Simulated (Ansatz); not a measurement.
# Effect of pressure 9 GPa on PbS

Consider PbS in the rock salt structure (space group Fm-3m, No. 225; a = 6.009 Å).

Now apply this change: a hydrostatic pressure of 9 GPa.

Level of theory: Ansatz (an electronic-structure program) PBE, no SOC. Settings: 10×10×10 k-points, 0.05 eV Fermi–Dirac smearing.

The density grows by 1.015 g/cm³ (7.32 g/cm³ → 8.34 g/cm³) and the lattice parameter a decreases by 0.254 Å, from 6.009 Å to 5.755 Å. The shortest interatomic distance decreases by 0.127 Å to 2.877 Å and the enthalpy H = E + PV relative to the base's energy comes out as +1.42 eV/atom. The band gap goes from 0.49 eV to zero and the valley order (the lowest conduction-band minima on the path, energy above the VBM, named in the base's zone) goes from L along ⟨111⟩ 0.49 eV; a point along ⟨110⟩, about 0.6 Å⁻¹ from Γ 1.36 eV to L along ⟨111⟩ 0.03 eV; a point along ⟨110⟩, about 0.7 Å⁻¹ from Γ 1.02 eV.

Spin-orbit coupling, missing from the scalar runs, can matter with Pb. Load acts through the strain it causes; cell and atoms are relaxed under it. No phonon test of stability was made. No other phases were tried under pressure. The final runs are not spin-polarised. Gaps under 0.05 eV, about the width of the smearing, are given as zero. The zero or small gap of PbS under pressure 9 GPa can change with the level of theory.
